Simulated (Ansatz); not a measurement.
# Response to strain in CrPdO2

Base system: CrPdO$_{2}$ (space group R-3m, No. 166; a = 2.916 Å, c = 17.949 Å (hexagonal axes); ferromagnetic; a cell from a computed database, its experimental status unchecked; relaxed with 0.1 eV smearing). Axes: x lies along a and z along c of the hexagonal cell.

Strains are applied to the cell and any free atomic positions relax.

Calculations: PBEsol in Ansatz (plane waves to 420 eV, PAW, no SOC).

Notes on the quantities. energy relative to the base: free energy F; pressure: mean of the normal stresses, compression positive.

| change | space group | volume per atom | energy relative to the base | pressure | largest site moment |
|---|---|---|---|---|---|
| base | R-3m (No. 166) | 11.01 Å³ | 0 meV/atom | 0.0 GPa | 2.24 μB |
| isotropic strain −1.34 % | R-3m (No. 166) | 10.58 Å³ | +12 meV/atom | 9.2 GPa | 2.19 μB |
| uniaxial strain ε_xx = −2.14 % | C2/m (No. 12) | 10.78 Å³ | +4.3 meV/atom | 4.0 GPa | 2.20 μB |
| uniaxial strain ε_xx = +0.53 % | C2/m (No. 12) | 11.07 Å³ | +0.3 meV/atom | -0.9 GPa | 2.24 μB |

Stability against distortions was not tested. No Hubbard U is applied and the magnetic state is the run's own (CrPdO2 ferromagnetic); other magnetic orders, which need larger cells, were not tried and can change the gap.

Ansatz is an electronic-structure program.
